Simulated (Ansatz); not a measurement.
## Pd, response to strain

Take Pd in the fcc (Cu type) structure (space group Fm-3m, No. 225; relaxed with 0.1 eV smearing) as the base.

```
Pd
1.0
    0.00000     1.93875     1.93875
    1.93875     0.00000     1.93875
    1.93875     1.93875     0.00000
Pd
1
Direct
  0.00000   0.00000   0.00000
```

Cartesian axes are those of the cell as printed.

Strains are applied to the cell and any free atomic positions relax; under biaxial strain the out-of-plane vector relaxes too.

All numbers come from Ansatz (an electronic-structure program), PBEsol, PAW, cutoff 420 eV, spin-orbit coupling left out, earlier PAW set.

Notes on the quantities. pressure: mean of the normal stresses, compression positive; energy relative to the base: free energy F.

```json
[
 {"case": "base", "shortest interatomic distance": "2.742 Å", "space group": "Fm-3m (No. 225)", "pressure": "0.0 GPa", "energy relative to the base": "0 meV/atom"},
 {"case": "biaxial strain +2.47 %, plane normal [001], relaxed out of plane", "shortest interatomic distance": "2.727 Å", "space group": "I4/mmm (No. 139)", "pressure": "-2.1 GPa", "energy relative to the base": "+7.6 meV/atom"},
 {"case": "biaxial strain −0.80 %, plane normal [110], relaxed out of plane", "shortest interatomic distance": "(withheld)", "space group": "Immm (No. 71)", "pressure": "(withheld)", "energy relative to the base": "(withheld)"},
 {"case": "biaxial strain +4.20 %, plane normal [110], relaxed out of plane", "shortest interatomic distance": "2.655 Å", "space group": "Immm (No. 71)", "pressure": "-7.9 GPa", "energy relative to the base": "+47 meV/atom"},
 {"case": "biaxial strain +2.31 %, plane normal [111], relaxed out of plane", "shortest interatomic distance": "2.726 Å", "space group": "R-3m (No. 166)", "pressure": "-4.4 GPa", "energy relative to the base": "+15 meV/atom"},
 {"case": "isotropic strain +4.47 %", "shortest interatomic distance": "2.864 Å", "space group": "Fm-3m (No. 225)", "pressure": "-18.5 GPa", "energy relative to the base": "+137 meV/atom"},
 {"case": "isotropic strain +4.76 %", "shortest interatomic distance": "2.872 Å", "space group": "Fm-3m (No. 225)", "pressure": "-19.3 GPa", "energy relative to the base": "+153 meV/atom"},
 {"case": "uniaxial strain ε_yy = +1.16 %", "shortest interatomic distance": "2.742 Å", "space group": "I4/mmm (No. 139)", "pressure": "-2.3 GPa", "energy relative to the base": "+1.5 meV/atom"},
 {"case": "tensor shear ε_yz = −0.96 %", "shortest interatomic distance": "2.715 Å", "space group": "Immm (No. 71)", "pressure": "0.1 GPa", "energy relative to the base": "+1.5 meV/atom"},
 {"case": "tensor shear ε_yz = −0.60 %", "shortest interatomic distance": "2.725 Å", "space group": "Immm (No. 71)", "pressure": "0.0 GPa", "energy relative to the base": "+0.6 meV/atom"}
]
```

**Question.** Complete the table.

**Answer.** 
- biaxial strain −0.80 %, plane normal [110], relaxed out of plane, shortest interatomic distance: 2.720 Å
- biaxial strain −0.80 %, plane normal [110], relaxed out of plane, pressure: 1.6 GPa
- biaxial strain −0.80 %, plane normal [110], relaxed out of plane, energy relative to the base: +1.7 meV/atom

A biaxial case was relaxed in a doubled cell and then solved in the primitive one. Whether these cells are dynamically stable was not tested. All final runs are without spin polarisation. Pd lies near a magnetic instability that expansion can trigger; it was not tested.
